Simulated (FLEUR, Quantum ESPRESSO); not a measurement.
A FLEUR input for a self-consistent single point of TiAl3 (Pmm2, 4 atoms in the cell) (DFT, LDA (Perdew-Zunger), all-electron FLAPW (FLEUR), scalar-relativistic valence):

Input of the input generator:

```
TiAl3 crystal
&input film=f /
5.3662174816 0.0000000000 0.0000000000
0.0000000000 8.8462993182 0.0000000000
0.0000000000 0.0000000000 9.2610564080
1.0
1.0 1.0 1.0

4
22 0.0000000000 0.5000000000 0.1659200000
13 0.5000000000 0.5000000000 0.6672700000
13 0.5000000000 0.0000000000 0.3309100000
13 0.0000000000 0.0000000000 0.8359000000

&comp jspins=1 /
&exco xctyp='pz' /
&kpt div1=12 div2=7 div3=7 gamma=t /
&end /
```

```xml
<?xml version="1.0" encoding="UTF-8" standalone="no"?>
<fleurInput fleurInputVersion="0.39">
   <comment>
      TiAl3 crystal                                                                                       
   </comment>
   <calculationSetup>
      <cutoffs Kmax="4.1" Gmax="16.4" GmaxXC="16.4" numbands="0"/>
      <scfLoop itmax="100" minDistance="0.00001" maxIterBroyd="25" imix="Anderson" alpha="0.05" precondParam="0.0" spinf="2.0"/>
      <coreElectrons ctail="T" frcor="F" kcrel="0" coretail_lmax="0"/>
      <xcFunctional name="pz" relativisticCorrections="F"/>
      <magnetism jspins="1"/>
      <soc l_soc="F" theta="0.0" phi="0.0" spav="F"/>
      <expertModes spex="0" secvar="F"/>
      <geometryOptimization l_f="T" forcealpha="1.0" forcemix="BFGS" epsdisp="0.00001" epsforce="0.00001"/>
      <ldaU l_linMix="F" mixParam="0.05" spinf="1.0"/>
   </calculationSetup>
   <cell>
      <bzIntegration valenceElectrons="21.0" mode="hist" fermiSmearingEnergy="0.00367493">
         <kPointListSelection listName="default-1"/>
         <!-- k-points included here -->
         <xi:include xmlns:xi="http://www.w3.org/2001/XInclude" href="kpts.xml"> </xi:include>
      </bzIntegration>
      <!-- symmetry operations included here -->
      <xi:include xmlns:xi="http://www.w3.org/2001/XInclude" href="sym.xml"> </xi:include>
      <bulkLattice scale="1.0">
         <bravaisMatrix>
            <row-1>    5.3662174815999997     0.0000000000000000     0.0000000000000000</row-1>
            <row-2>    0.0000000000000000     8.8462993181999998     0.0000000000000000</row-2>
            <row-3>    0.0000000000000000     0.0000000000000000     9.2610564080000000</row-3>
         </bravaisMatrix>
      </bulkLattice>
   </cell>
   <atomSpecies>
      <species name="Titanium (Ti)" element="Ti" atomicNumber="22">
         <mtSphere radius="2.51" gridPoints="867" logIncrement="0.014"/>
         <atomicCutoffs lmax="10" lnonsphr="8"/>
         <electronConfig flipSpins="F">
            <coreConfig>(1s1/2) (2s1/2) (2p1/2) (2p3/2)</coreConfig>
            <valenceConfig>(3s1/2) (3p1/2) (3p3/2) (4s1/2) (3d3/2) (3d5/2)</valenceConfig>
            <stateOccupation state="(3d3/2)" spinUp="0.4" spinDown="0.4"/>
            <stateOccupation state="(3d5/2)" spinUp="0.6" spinDown="0.6"/>
         </electronConfig>
         <energyParameters s="4" p="4" d="3" f="4"/>
         <lo type="SCLO" l="0" n="3" eDeriv="0"/>
         <lo type="SCLO" l="1" n="3" eDeriv="0"/>
      </species>
      <species name="Aluminum (Al)" element="Al" atomicNumber="13">
         <mtSphere radius="2.48" gridPoints="857" logIncrement="0.014"/>
         <atomicCutoffs lmax="10" lnonsphr="8"/>
         <electronConfig flipSpins="F">
            <coreConfig>(1s1/2) (2s1/2) (2p1/2) (2p3/2)</coreConfig>
            <valenceConfig>(3s1/2) (3p1/2) (3p3/2)</valenceConfig>
            <stateOccupation state="(3p1/2)" spinUp="0.1666666666667" spinDown="0.1666666666667"/>
            <stateOccupation state="(3p3/2)" spinUp="0.3333333333333" spinDown="0.3333333333333"/>
         </electronConfig>
         <energyParameters s="3" p="3" d="3" f="4"/>
      </species>
   </atomSpecies>
   <atomGroups>
      <atomGroup species="Titanium (Ti)">
         <relPos label="                   1">.0000000000 1.000/2.000 .1659200000</relPos>
         <force calculate="T" relaxXYZ="TTT"/>
      </atomGroup>
      <atomGroup species="Aluminum (Al)">
         <relPos label="                   2">1.000/2.000 1.000/2.000 -.3327300000</relPos>
         <force calculate="T" relaxXYZ="TTT"/>
      </atomGroup>
      <atomGroup species="Aluminum (Al)">
         <relPos label="                   3">1.000/2.000 .0000000000 .3309100000</relPos>
         <force calculate="T" relaxXYZ="TTT"/>
      </atomGroup>
      <atomGroup species="Aluminum (Al)">
         <relPos label="                   4">.0000000000 .0000000000 -.1641000000</relPos>
         <force calculate="T" relaxXYZ="TTT"/>
      </atomGroup>
   </atomGroups>
   <output dos="F" band="F" slice="F">
      <checks vchk="F" cdinf="F"/>
      <bandDOS minEnergy="-.5*Htr" maxEnergy="0.5*Htr" sigma="0.015" storeEVData="T"/>
      <vacuumDOS vacdos="F" integ="F" star="F" nstars="0" locx1="0.0" locy1="0.0" locx2="0.0" locy2="0.0" nstm="0" tworkf="0.0"/>
      <unfoldingBand unfoldBand="F" supercellX="1" supercellY="1" supercellZ="1"/>
      <plotting iplot="0" polar="F">
         <plot TwoD="T" vec1="  1.0  0.0  0.0" vec2="  0.0  1.0  0.0" vec3="  0.0  0.0  1.0" zero="  0.0  0.0  0.0" file="plot"/>
      </plotting>
      <chargeDensitySlicing numkpt="0" minEigenval="0.0" maxEigenval="0.0" nnne="0" pallst="F"/>
      <specialOutput eonly="F"/>
      <magneticCircularDichroism mcd="F" energyLo="-10.0" energyUp="0.0"/>
   </output>
  <!-- We include the file relax.xml here to enable relaxations (see documentation) -->
  <xi:include xmlns:xi="http://www.w3.org/2001/XInclude" href="relax.xml"> <xi:fallback/> </xi:include>
</fleurInput>
```

Question: Write the same calculation as an input for Quantum ESPRESSO.

Answer: This is the input that was run; spellings and numerical settings could be chosen otherwise.

```fortran
&control
  calculation = 'scf'
  prefix = 'run'
  outdir = './tmp/'
  pseudo_dir = './'
  tprnfor = .true.
  tstress = .true.
/
&system
  ibrav = 0
  nat = 4
  ntyp = 2
  ecutwfc = 50
  ecutrho = 400
  occupations = 'smearing'
  smearing = 'fd'
  degauss = 0.0073499
/
&electrons
  conv_thr = 1.0e-11
/
ATOMIC_SPECIES
Ti    47.8670  ti_lda_v1.4.uspp.F.UPF
Al    26.9815  al_lda_v1.uspp.F.UPF
ATOMIC_POSITIONS crystal
Ti    0.00000000    0.50000000    0.16592000
Al    0.50000000    0.50000000    0.66727000
Al    0.50000000    0.00000000    0.33091000
Al    0.00000000    0.00000000    0.83590000
K_POINTS automatic
12 7 7  0 0 0
CELL_PARAMETERS angstrom
   2.83968000     0.00000000     0.00000000
   0.00000000     4.68126000     0.00000000
   0.00000000     0.00000000     4.90074000
```

Basis, cutoffs, solver keys and any potentials are the target program's own. This input uses DFT, LDA (PZ), plane waves, GBRV 1.5 ultrasoft (LDA) pseudopotentials. LDA parametrisations can differ slightly between programs.

The starting cell comes from a database of computed structures (which also holds hypothetical and non-ambient phases and stackings), without a prior relaxation at this level.
